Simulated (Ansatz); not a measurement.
## GaN, response to strain

Consider GaN in the wurtzite structure (space group P6_3mc, No. 186; a = 3.183 Å, c = 5.185 Å).

Strains are applied to the cell and any free atomic positions relax.

Computed with PBEsol (Ansatz, a quantum-chemistry and plane-wave program, PAW, without spin-orbit coupling).

Candidates:
(a) isotropic strain +1.20 %
(b) isotropic strain +0.60 %
(c) isotropic strain +1.80 %
(d) isotropic strain +3.00 %

Before the change:

```
Property   Result
--------  -------
Band gap  1.88 eV
```

### Question
Order them by band gap, highest first.

### Answer
(b) isotropic strain +0.60 % (1.76 eV), (a) isotropic strain +1.20 % (1.64 eV), (c) isotropic strain +1.80 % (1.52 eV), (d) isotropic strain +3.00 % (1.30 eV)

Gaps are read on the SCF mesh and a high-symmetry path. Stability against distortions was not tested.
